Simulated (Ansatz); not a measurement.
SiO2: pressure series

Take SiO2 (space group Pbcn, No. 60; a = 4.0815 Å, b = 5.0407 Å, c = 4.4959 Å; a cell from a computed database, its experimental status unchecked) as the base.

Cell and atoms are relaxed at each pressure.

All numbers come from Ansatz (a quantum-chemistry and plane-wave program), PBEsol, PAW, cutoff 420 eV, no spin-orbit coupling.

```tsv
pressure (GPa)	volume per atom (Å³/atom)
-2	7.759
-1	7.733
0	7.708
0.3	7.701
0.7	7.691
1.5	7.671
3	?
5	7.588
7.5	7.532
```

**Question.** Fit the third-order Birch–Murnaghan form P(V) = (3B₀/2)[(V₀/V)^(7/3) − (V₀/V)^(5/3)]·[1 + (3/4)(B₀′ − 4)((V₀/V)^(2/3) − 1)] (squares taken in P) to the rows shown and predict the withheld row.

**Answer.** Least squares on the printed values gives V₀ = 7.708 Å³/atom, B₀ = 308 GPa, B₀′ = 4.3; this predicts 7.635 Å³/atom, and the run gives 7.635 Å³/atom, in agreement.

Load acts through the strain it causes; cell and atoms are relaxed under it. Stability against distortions was not tested. Competing high-pressure phases were not computed.
